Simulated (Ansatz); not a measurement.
# A computed series for TaN: response to strain

Start from TaN in the rock salt structure (space group Fm-3m, No. 225; a = 4.375 Å; relaxed with 0.1 eV smearing).

Strains are applied to the cell and any free atomic positions relax.

Calculations: Ansatz (a program for electronic structure) PBEsol, scalar-relativistic without spin-orbit coupling, earlier PAW set.

| isotropic strain (%) | pressure (GPa) |
|---|---|
| -5.01 | 77.2 |
| -2.47 | 31.6 |
| -0.75 | ? |
| -0.71 | 8.0 |
| 0 | 0.0 |

**Question.** Fit P = P₀ − Bδ + Cδ² with δ = (1 + ε)³ − 1 to the rows shown and predict the withheld row.

**Answer.** Least squares on the printed values gives P₀ = 0.1 GPa, B = 332 GPa, C = 1450 GPa (largest residual 0.2 GPa); this predicts 8.3 GPa, and the run gives 8.5 GPa, 0.2 higher.

Whether these cells are dynamically stable was not tested. All final runs are without spin polarisation. This is not the structure that TaN has at room temperature and ambient pressure.
